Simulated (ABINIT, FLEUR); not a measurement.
A FLEUR input for a self-consistent single point of CaCo2Ge2 (I4/mmm, 5 atoms in the cell) (DFT, LDA (Vosko-Wilk-Nusair), all-electron FLAPW (FLEUR), scalar-relativistic valence):

Input of the input generator:

```
Ca(CoGe)2 FLAPW
&input film=f /
-2.0045780000 2.0045780000 5.2280570000
2.0045780000 -2.0045780000 5.2280570000
2.0045780000 2.0045780000 -5.2280570000
1.8897261246
1.0 1.0 1.0

5
20 0.0000000000 0.0000000000 0.0000000000
27 0.2500000000 0.7500000000 0.5000000000
27 0.7500000000 0.2500000000 0.5000000000
32 0.3671000000 0.3671000000 0.0000000000
32 0.6329000000 0.6329000000 0.0000000000

&comp jspins=1 /
&exco xctyp='vwn' /
&kpt div1=7 div2=7 div3=7 /
&end /
```

```xml
<?xml version="1.0" encoding="UTF-8" standalone="no"?>
<fleurInput fleurInputVersion="0.39">
   <comment>
      Ca(CoGe)2 FLAPW                                                                                     
   </comment>
   <calculationSetup>
      <cutoffs Kmax="3.9" Gmax="11.7" GmaxXC="11.7" numbands="0"/>
      <scfLoop itmax="60" minDistance="0.00001" maxIterBroyd="15" imix="Anderson" alpha="0.05" precondParam="0.0" spinf="2.0"/>
      <coreElectrons ctail="T" frcor="F" kcrel="0" coretail_lmax="0"/>
      <xcFunctional name="vwn" relativisticCorrections="F"/>
      <magnetism jspins="1"/>
      <soc l_soc="F" theta="0.0" phi="0.0" spav="F"/>
      <expertModes spex="0" secvar="F"/>
      <geometryOptimization l_f="T" forcealpha="1.0" forcemix="BFGS" epsdisp="0.00001" epsforce="0.00001"/>
      <ldaU l_linMix="F" mixParam="0.05" spinf="1.0"/>
   </calculationSetup>
   <cell>
      <bzIntegration valenceElectrons="68.0" mode="hist" fermiSmearingEnergy="0.00183747">
         <kPointListSelection listName="default-1"/>
         <!-- k-points included here -->
         <xi:include xmlns:xi="http://www.w3.org/2001/XInclude" href="kpts.xml"> </xi:include>
      </bzIntegration>
      <!-- symmetry operations included here -->
      <xi:include xmlns:xi="http://www.w3.org/2001/XInclude" href="sym.xml"> </xi:include>
      <bulkLattice scale="1.0">
         <bravaisMatrix>
            <row-1>   -3.7881034153984183     3.7881034153984183     9.8795958937979016</row-1>
            <row-2>    3.7881034153984183    -3.7881034153984183     9.8795958937979016</row-2>
            <row-3>    3.7881034153984183     3.7881034153984183    -9.8795958937979016</row-3>
         </bravaisMatrix>
      </bulkLattice>
   </cell>
   <atomSpecies>
      <species name="Calcium (Ca)" element="Ca" atomicNumber="20">
         <mtSphere radius="2.63" gridPoints="925" logIncrement="0.013"/>
         <atomicCutoffs lmax="10" lnonsphr="8"/>
         <electronConfig flipSpins="F">
            <coreConfig>(1s1/2) (2s1/2) (2p1/2) (2p3/2)</coreConfig>
            <valenceConfig>(3s1/2) (3p1/2) (3p3/2) (4s1/2)</valenceConfig>
         </electronConfig>
         <energyParameters s="4" p="4" d="3" f="4"/>
         <lo type="SCLO" l="0" n="3" eDeriv="0"/>
         <lo type="SCLO" l="1" n="3" eDeriv="0"/>
      </species>
      <species name="Cobalt (Co)" element="Co" atomicNumber="27">
         <mtSphere radius="2.03" gridPoints="715" logIncrement="0.017"/>
         <atomicCutoffs lmax="8" lnonsphr="6"/>
         <electronConfig flipSpins="F">
            <coreConfig>(1s1/2) (2s1/2) (2p1/2) (2p3/2) (3s1/2)</coreConfig>
            <valenceConfig>(3p1/2) (3p3/2) (4s1/2) (3d3/2) (3d5/2)</valenceConfig>
            <stateOccupation state="(3d3/2)" spinUp="1.4" spinDown="1.4"/>
            <stateOccupation state="(3d5/2)" spinUp="2.1" spinDown="2.1"/>
         </electronConfig>
         <energyParameters s="4" p="4" d="3" f="4"/>
         <lo type="SCLO" l="1" n="3" eDeriv="0"/>
      </species>
      <species name="Germanium (Ge)" element="Ge" atomicNumber="32">
         <mtSphere radius="2.03" gridPoints="715" logIncrement="0.017"/>
         <atomicCutoffs lmax="8" lnonsphr="6"/>
         <electronConfig flipSpins="F">
            <coreConfig>(1s1/2) (2s1/2) (2p1/2) (2p3/2) (3s1/2) (3p1/2) (3p3/2)</coreConfig>
            <valenceConfig>(4s1/2) (3d3/2) (3d5/2) (4p1/2) (4p3/2)</valenceConfig>
            <stateOccupation state="(4p1/2)" spinUp="0.3333333333333" spinDown="0.3333333333333"/>
            <stateOccupation state="(4p3/2)" spinUp="0.6666666666667" spinDown="0.6666666666667"/>
         </electronConfig>
         <energyParameters s="4" p="4" d="3" f="4"/>
         <lo type="HELO" l="2" n="4" eDeriv="0"/>
      </species>
   </atomSpecies>
   <atomGroups>
      <atomGroup species="Calcium (Ca)">
         <relPos label="                   1">.0000000000 .0000000000 .0000000000</relPos>
         <force calculate="T" relaxXYZ="TTT"/>
      </atomGroup>
      <atomGroup species="Cobalt (Co)">
         <relPos label="                   2">1.000/4.000 -1.000/4.000 1.000/2.000</relPos>
         <relPos label="                   3">-1.000/4.000 1.000/4.000 1.000/2.000</relPos>
         <force calculate="T" relaxXYZ="TTT"/>
      </atomGroup>
      <atomGroup species="Germanium (Ge)">
         <relPos label="                   4">.3671000000 .3671000000 .0000000000</relPos>
         <relPos label="                   5">-.3671000000 -.3671000000 .0000000000</relPos>
         <force calculate="T" relaxXYZ="TTT"/>
      </atomGroup>
   </atomGroups>
   <output dos="F" band="F" slice="F">
      <checks vchk="F" cdinf="F"/>
      <bandDOS minEnergy="-.5*Htr" maxEnergy="0.5*Htr" sigma="0.015" storeEVData="T"/>
      <vacuumDOS vacdos="F" integ="F" star="F" nstars="0" locx1="0.0" locy1="0.0" locx2="0.0" locy2="0.0" nstm="0" tworkf="0.0"/>
      <unfoldingBand unfoldBand="F" supercellX="1" supercellY="1" supercellZ="1"/>
      <plotting iplot="0" polar="F">
         <plot TwoD="T" vec1="  1.0  0.0  0.0" vec2="  0.0  1.0  0.0" vec3="  0.0  0.0  1.0" zero="  0.0  0.0  0.0" file="plot"/>
      </plotting>
      <chargeDensitySlicing numkpt="0" minEigenval="0.0" maxEigenval="0.0" nnne="0" pallst="F"/>
      <specialOutput eonly="F"/>
      <magneticCircularDichroism mcd="F" energyLo="-10.0" energyUp="0.0"/>
   </output>
  <!-- We include the file relax.xml here to enable relaxations (see documentation) -->
  <xi:include xmlns:xi="http://www.w3.org/2001/XInclude" href="relax.xml"> <xi:fallback/> </xi:include>
</fleurInput>
```

Task: Translate this input to ABINIT.

Result: This is the input that was run; spellings and numerical settings could be chosen otherwise.

```
# Ca(CoGe)2, JTH v2.0 LDA PAW
pp_dirpath "./"
pseudos "Ca.LDA_PW-JTH.xml, Co.LDA_PW-JTH.xml, Ge.LDA_PW-JTH.xml"
acell 11.2385884345 11.2385884345 11.2385884345
rprim
        -0.3370622065    0.3370622065    0.8790780045
         0.3370622065   -0.3370622065    0.8790780045
         0.3370622065    0.3370622065   -0.8790780045
natom 5
ntypat 3
znucl 20 27 32
typat 1 2 2 3 3
xcart
         0.0000000000    0.0000000000    0.0000000000
         2.0045780000    0.0000000000    2.6140285000
         0.0000000000    2.0045780000    2.6140285000
         0.0000000000    0.0000000000    3.8384394494
         0.0000000000    0.0000000000    6.6176745506
      Angstrom
ecut 30
pawecutdg 60
pawxcdev 0
occopt 3
tsmear 0.00183747
nband 46
kptopt 1
ngkpt 7 7 7
nshiftk 1
shiftk 0 0 0
nstep 50
toldfe 1.0e-09
prtwf 0
prtden 0
enunit 2
```

Basis settings and potentials, where a program has them, do not carry over. This input uses DFT, LDA (PW92), plane waves, PAW (JTH v2.0 LDA PAW). LDA parametrisations can differ slightly between programs.

The starting cell comes from a database of computed structures (which also holds hypothetical and non-ambient phases and stackings), without a prior relaxation at this level. Its lattice was rescaled by a random factor within 2.5 % of one.
